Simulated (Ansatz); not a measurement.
Abridged Ansatz (a first-principles code) output:

```
Pseudopotential: Bi, paw, valence charge 15
Pseudopotential: Te, paw, valence charge 16
Crystal: 5 atoms, lattice volume = 168.270 Å³
Basis set: ecut = 420 eV, 3315 PW (Γ), exchange–correlation on 144×144×144 points (8 copies of the dense FFT grid, shifted against one another)
Bands: 47, of which v1, the nominal top of the filled ones, is band 39 counted from 1 (38 counted from 0)
Symmetry: 12 space group operations
k-points: 32 of 216
Functional: x = pbe(κ = 0.804, μ = 0.2195149727645171), c = pbe(β = 0.06672455060314922), warm-up for x = pbe(κ = 0.804, μ = 0.2195149727645171) + 0.25 (exact …
SCF iter   1: F=—  HF=-45734.095117 eV  |F-HF|=—  |Δ(HF+E_count)|=         —  Δρ=9.61e-4  dr2=2.35e-3  ethr=1.77e-3  ⟨swp⟩=10.5  Hψ=6116  notcnv=1
SCF iter   2: F=—  HF=-45734.097822 eV  |F-HF|=—  |Δ(HF+E_count)|=   2.70e-3  Δρ=4.94e-4  dr2=4.72e-4  ethr=3.01e-6  ⟨swp⟩=6.2  Hψ=5520  notcnv=0  defer=29
SCF 1 stopped early in 5 iterations: F = -45734.098053 eV  dr2 = 3.33e-6
Crystal: 5 atoms, lattice volume = 168.270 Å³
Functional: x = pbe(κ = 0.804, μ = 0.2195149727645171) + 0.25 (exact − pbe) at short range (hse, ω = 0.20786987370883472 Å⁻¹), c = pbe(β = 0.06672455060314922); HSE06 as pw.x's `hse` composes it (authors' and Libxc's form: `xc: wpbeh`)
SCF iter   1: F=—  HF=-45754.805471 eV  |F-HF|=—  |Δ(HF+E_count)|=         —  Δρ=4.33e-3  dr2=3.93e-2  ethr=4.27e-8  ⟨swp⟩=10.6  Hψ=9032  notcnv=0
SCF iter   2: F=—  HF=-45754.803032 eV  |F-HF|=—  |Δ(HF+E_count)|=   2.44e-3  Δρ=2.30e-3  dr2=5.82e-2  ethr=4.27e-8  ⟨swp⟩=5.9  Hψ=6926  notcnv=0  defer=1
SCF 2 stopped early in 8 iterations: F = -45754.808768 eV  dr2 = 9.09e-6
Crystal: 5 atoms, lattice volume = 168.270 Å³
SCF iter   1: F=—  HF=-45754.808546 eV  |F-HF|=—  |Δ(HF+E_count)|=         —  Δρ=3.15e-5  dr2=6.10e-6  ethr=1.07e-6  ⟨swp⟩=3.6  Hψ=3065  notcnv=0
SCF iter   2: F=—  HF=-45754.808547 eV  |F-HF|=—  |Δ(HF+E_count)|=   2.60e-7  Δρ=1.37e-5  dr2=3.66e-7  ethr=2.40e-10  ⟨swp⟩=3.9  Hψ=7446  notcnv=0  defer=7
SCF 3 converged in 3 iterations: F = -45754.808547 eV  dr2 = 5.65e-8
Free energy (F): -45754.808547 eV
Internal energy: -45754.808547 eV  (E = F + TS)
E sigma→0 (E₀):  -45754.808547 eV
Fermi energy:    9.479253 eV
```

Question: What was computed, and what are the main results?

Answer: Bi2Te3, 5 atoms in the cell, with Kohn–Sham DFT with the HSE06 functional, run in Ansatz with PAW and 420 eV plane waves, no spin-orbit coupling. The last SCF converged to F = -45754.808547 eV, or -9150.9617 eV per atom. The total energy compares only with runs of the same code, potentials and settings.

Single points use the geometry relaxed with PBE-D3(BJ). With Bi and Te present, leaving out spin-orbit coupling can change the band edges. Whether these cells are dynamically stable was not tested. The cell is Bi2Te3 in the Bi2Te3 type structure (space group R-3m, No. 166).
